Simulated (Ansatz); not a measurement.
The (0001) surface of wurtzite ZnO, from a spin-polarised start, Zn-terminated, 2x2 Zn vacancy (bottom of the slab: 2 H on 4 bottom sites)

Method: PBE (plane waves to 420 eV, PAW; Ansatz, a first-principles code).

Slab: 41 atoms, 12.3 Å thick at the start with caps and adatoms (thin: gaps and levels are the slab's own); k 4x4x1, smearing 0.025 eV, dipole-corrected; 8 atoms held, the rest relaxed; start symmetry kept, larger cells not searched; spin-polarised from one start with parallel moments (other orders not tried), no spin-orbit, no U. The starting moment vanished. It is one candidate, not shown to be the stable structure of the face.

```
Item                                                                              Value
-----------------------------------------------  --------------------------------------
gap of the slab on its k-mesh                                                   0.55 eV
highest filled level below the top vacuum level                                 4.79 eV
energy released by relaxation                                                   1.89 eV
magnetic moment of the cell                                                     0.00 μB
cost                                             about 20 core-minutes (a rough figure)
```
